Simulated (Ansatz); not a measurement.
The starting structures come from a database of crystals and need not be the phases stable at ambient conditions.

Inside the gap of an insulator the Bloch states are evanescent, with a wavenumber k + iκ along the transport direction.

Here is the system:

```xyz
16
Lattice="6.5111 0.0000 0.0000 0.0000 10.4024 0.0000 0.0000 4.5028 5.1541" Properties=species:S:1:pos:R:3 pbc="T T T"
Zn     2.2359     9.0258     4.3778
Zn     5.4915     2.9296     3.3534
Si     5.5003     5.9680     0.8777
Si     2.2447     1.4846     1.6994
Cu     5.4487     9.6948     2.2005
Cu     2.1931     8.1602     0.3765
Cu     5.4487     6.7784     4.7484
Cu     2.1931     5.1770     2.9827
Se     6.2539     9.0289     4.3813
Se     2.9984     2.9266     3.3499
Se     3.1695     6.0239     0.9417
Se     6.4250     1.4287     1.6354
Se     3.0271     9.7170     2.0749
Se     6.2826     8.1380     0.5021
Se     3.0271     6.6510     4.7535
Se     6.2826     5.3044     2.9776
```

Space group of this cell: Pmn2_1. The cell is taken as given; by PBEsol its mean pressure is -3.3 GPa.

Transport runs along the normal of the first two printed cell vectors.

No gap correction and no spin-orbit coupling; mid-gap values are interpolated between computed energies.

**Question.** Estimate the band gap and the smallest decay constant κ at mid-gap that PBEsol (Ansatz, a first-principles code) returns for this system.

**Answer.** Gap 0.30 eV on a 6×6×6 mesh; κ = 0.039 1/Å, at the zone centre.
